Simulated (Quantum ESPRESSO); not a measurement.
Short convergence ladders for Li (Im-3m, 1 atom in the cell)

```xyz
1
Lattice="1.7502 1.7502 1.7502 -1.7502 1.7502 1.7502 -1.7502 -1.7502 1.7502" Properties=species:S:1:pos:R:3 pbc="T T T"
Li     0.0000     0.0000     0.0000
```

Base method: PBEsol, PseudoDojo standard norm-conserving (PBESOL) pseudopotentials (plane waves; Quantum ESPRESSO).

Base settings: ecutwfc = 75 Ry; occupations = smearing; smearing = gaussian; degauss = 0.0073499 Ry; potentials = {Li: Li.upf}; K_POINTS = automatic 13 13 13 0 0 0; conv_thr = 1e-09 Ry; mixing_beta = 0.4.

The count of work is k-points × plane waves × bands × iterations; it is no time. Core times come from one kind of shared machine, to one figure; runs under 30 s give none.

**The width of Fermi-Dirac smearing**

In this ladder: smearing = fermi-dirac; K_POINTS = automatic 21 21 21 0 0 0.

Narrow widths need finer meshes than wide ones, so the last steps can hold mesh noise.

Only quantities that move along the ladder and can be compared are tabulated; pressure and forces are left out, as mesh noise rules them at narrow widths.

```csv
degauss,free energy less the last step's (meV/atom),energy extrapolated to zero width less the last step's (meV/atom)
0.073499 Ry,-652.10,-75.55
0.036749 Ry,-184.80,-13.58
0.02205 Ry,-69.02,-2.66
0.0147 Ry,-30.24,-0.66
0.0073499 Ry,-6.16,-0.10
0.0036749 Ry,0.00,0.00
```

Widest degauss that holds the energy extrapolated to zero width within 1 meV/atom of the last step, with all finer ones: 0.0147 Ry; the step before is off by 2.7 meV/atom.

Widest degauss that holds the free energy within 5 meV/atom: not settled: the last two steps still differ by 6.2 meV/atom, over half the tolerance, so the ladder does not show it.

The extrapolation to zero width removes most of the smearing's effect on the energy.

**The width of Methfessel-Paxton smearing**

In this ladder: smearing = methfessel-paxton; K_POINTS = automatic 21 21 21 0 0 0.

Narrow widths need finer meshes than wide ones, so the last steps can hold mesh noise.

Only quantities that move along the ladder and can be compared are tabulated; pressure and forces are left out, as mesh noise rules them at narrow widths.

```csv
degauss,free energy less the last step's (meV/atom)
0.073499 Ry,-5.23
0.036749 Ry,-0.43
0.02205 Ry,-0.15
0.0147 Ry,-0.12
0.0073499 Ry,-0.03
0.0036749 Ry,0.00
```

Widest degauss that holds the free energy within 0.5 meV/atom of the last step, with all finer ones: 0.036749 Ry; the step before is off by 5.2 meV/atom.

**The mesh under tetrahedron occupations**

In this ladder: occupations = tetrahedra_opt; smearing = default; degauss = default.

Only quantities that move along the ladder and can be compared are tabulated.

```tsv
K_POINTS	free energy less the last step's (meV/atom)	pressure (GPa)	count of work / last	core time / last (rough)
automatic 6 6 6 0 0 0	63.74	-0.61	0.020	–
automatic 7 7 7 0 0 0	39.37	-0.67	0.024	–
automatic 8 8 8 0 0 0	25.63	-0.69	0.043	–
automatic 10 10 10 0 0 0	11.62	-0.71	0.059	–
automatic 13 13 13 0 0 0	4.32	-0.72	0.10	–
automatic 16 16 16 0 0 0	1.77	-0.72	0.18	–
automatic 20 20 20 0 0 0	0.64	-0.73	0.32	0.3
automatic 25 25 25 0 0 0	0.18	-0.73	0.56	0.6
automatic 31 31 31 0 0 0	0.00	-0.73	1.0	1
```

Coarsest K_POINTS that holds the pressure within 0.05 GPa of the last step, with all finer ones: automatic 8 8 8 0 0 0, at 0.043 of the last step's count of work; the step before is off by 0.06 GPa.

Coarsest K_POINTS that holds the free energy within 5 meV/atom of the last step, with all finer ones: automatic 13 13 13 0 0 0, at 0.10 of the last step's count of work; the step before is off by 12 meV/atom.

On the base run: the starting cell has typed, rounded lattice constants, without a prior relaxation at this level. Its lattice was rescaled by up to half a per cent.

Left out of this page: 4 runs of the series outside the window shown, repeating another row's setting, or not comparable.
